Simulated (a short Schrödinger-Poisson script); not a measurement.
**MOS inversion layer, HfO2 on p-type Si(100)**

System: MOS inversion layer, HfO2 on p-type Si(100), at 300 K.

| layer | material | thickness (nm) | Na (cm⁻³) |
|---|---|---|---|
| 1 | HfO2 | 11 | - |
| 2 | Si | 840 | 2.6e17 |

Constants are typed, rounded textbook-type inputs, not results; the design itself was drawn at random and stands for no fabricated device. HfO2: permittivity 22, conduction-band edge (eV) 1.55, gap (eV) 5.7, electron mass (mₑ) 0.2. Si: permittivity 11.7, conduction-band edge (eV) 0, gap (eV) 1.124, Nv at 300 K (cm⁻³) 3.1e19.

Channel valleys (confinement mass, in-plane density-of-states mass, number): Δ2 0.916, 0.19, 2; Δ4 0.19, 0.417, 4. At the gate the conduction-band edge of layer 1 lies 1.87 eV − eVg above the Fermi level of the channel; the field vanishes at the back. Gaps are held at their typed values at every temperature. Mesh 0.03 nm at interfaces.

Solved with a short Schrödinger-Poisson script written for these runs: 1D Poisson equation in equilibrium, electrons quantum, Hartree (BenDaniel-Duke, 12 states a valley, the channel's in-plane mass for all, wave functions ending at the dielectric), parabolic valleys, classical holes, full ionisation, no traps, pinning or gate leakage.

```tsv
Vg (V)	electrons (cm⁻²)	C (μF/cm²)	Δ2 E0 (meV)	Δ2 E1 (meV)	Δ4 E0 (meV)	Δ4 E1 (meV)
0.15	5.02e6	0.163	370.7	418.2	414.5	492.4
0.2	2.68e7	0.158	326.7	375.3	371.5	451.4
0.25	1.45e8	0.155	282.5	332.2	328.4	410.2
0.3	7.87e8	0.154	238.3	289.0	285.0	368.7
0.35	4.26e9	0.167	194.1	245.9	241.8	327.2
0.4	2.19e10	0.242	151.2	204.0	199.9	287.0
0.45	9.20e10	0.472	113.4	167.5	163.4	252.1
0.5	2.62e11	0.772	85.5	141.3	137.1	227.3
0.55	5.22e11	0.981	66.4	124.2	120.0	211.6
0.6	8.40e11	1.11	52.8	112.7	108.6	201.5
0.65	1.19e12	1.19	42.4	104.5	100.4	194.5
0.7	1.57e12	1.24	33.9	98.2	94.2	189.3
0.75	1.96e12	1.28	26.7	93.2	89.3	185.4
0.8	2.36e12	1.31	20.5	89.1	85.2	182.2
0.85	2.77e12	1.33	15.0	85.6	81.7	179.6
0.9	3.19e12	1.35	9.9	82.5	78.8	177.5
0.95	3.61e12	1.37	5.3	79.9	76.1	175.7
1	4.04e12	1.38	1.0	77.5	73.8	174.1
1.05	4.47e12	1.39	-3.1	75.3	71.7	172.7
1.1	4.90e12	1.40	-6.9	73.3	69.8	171.4
```

Gate voltages with under 1e6 electrons/cm² are left out.

Subbands count from the Fermi level.
